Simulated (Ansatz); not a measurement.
Bond-angle distributions (per cent of the angles at each element, bins of 10°) of a relaxed model of amorphous Al₁₂Sb₁₂Te₃₆ at 5.43 g/cm³. All values below come from PBE-D3(BJ), scalar-relativistic without spin-orbit coupling, PAW (Ansatz default set, large-core Te) (plane waves to 420 eV; Ansatz, a quantum-chemistry and plane-wave program).

A CHGNet melt-quench gave the starting glass, which DFT then relaxed. The hot cell started wider than the set density and was brought back towards it in steps. It is the lowest in DFT energy of 3 quenches. It is a model cell: composition and starting density were chosen by hand, and all elements were melted together. The geometry includes D3(BJ) dispersion. Its density started from a set value of 5.57 and ended at 5.43 g/cm³. The simulated quench (nominally 79 K/ps over its main leg) is rapid and tends to freeze in more defects than a deposited or slowly cooled glass has. One small periodic cell is one sample of the glass; other quenches scatter about these values. Volume and shape were free in the relaxation.

Cut-offs for bonds: Al-Al 2.90 Å, Al-Sb 3.12 Å, Al-Te 3.04 Å, Sb-Sb 3.20 Å, Sb-Te 3.40 Å, Te-Te 3.31 Å.

```csv
angle (°),at Al,at Sb,at Te
50-60,0,0,1
60-70,0,2,1
70-80,1,5,13
80-90,9,30,29
90-100,15,29,20
100-110,35,14,11
110-120,20,2,6
120-130,15,1,10
130-140,1,0,3
140-150,1,1,3
150-160,0,5,1
160-170,2,7,0
170-180,0,5,3
```

They go with these counts of neighbours within the cut-offs, cation contacts included: Al mean 4.2, most often 4; Sb mean 4.2, most often 5; Te mean 2.9, most often 3.
